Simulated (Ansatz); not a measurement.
The structure below was relaxed with Kohn–Sham DFT with the PBE functional, run in Ansatz (an electronic-structure program) with PAW and 420 eV plane waves, without spin-orbit coupling, earlier PAW set, at pressure −2 GPa.

```
CELL_PARAMETERS angstrom
      3.04586     0.00000     0.00000
     -1.52293     2.63779     0.00000
      0.00000     0.00000     6.08343
ATOMIC_POSITIONS crystal
  Cd 0.33333 0.66667 0.75000
  Cd 0.66667 0.33333 0.25000
```

Problem. Find the space group and the Wyckoff positions.

Solution. Space group P6₃/mmc (No. 194); a = 3.046 Å, b = 3.046 Å, c = 6.083 Å, α = 90.00°, β = 90.00°, γ = 120.00°

```json
[
 {"atom": "Cd", "site": "2d", "symmetry": "-6m2", "x": "0.6667", "y": "0.3333", "z": "0.2500"}
]
```

Problem. Describe the coordination.

Solution. The crystal has 2 atoms in its conventional cell. Conventional cell: a = b = 3.046 Å, c = 6.083 Å, α = β = 90.00°, γ = 120.00°. Cd is surrounded by 6 Cd at 3.046 Å and 6 Cd at 3.513 Å. (Neighbours: up to the widest gap in distance over summed covalent radii, below 1.35, at either atom.)

Load acts through the strain it causes; cell and atoms are relaxed under it. No phonon test of stability was made. The cell was made from Cd in the hcp (Mg type) structure (space group P6_3/mmc, No. 194) by this change: pressure −2 GPa.
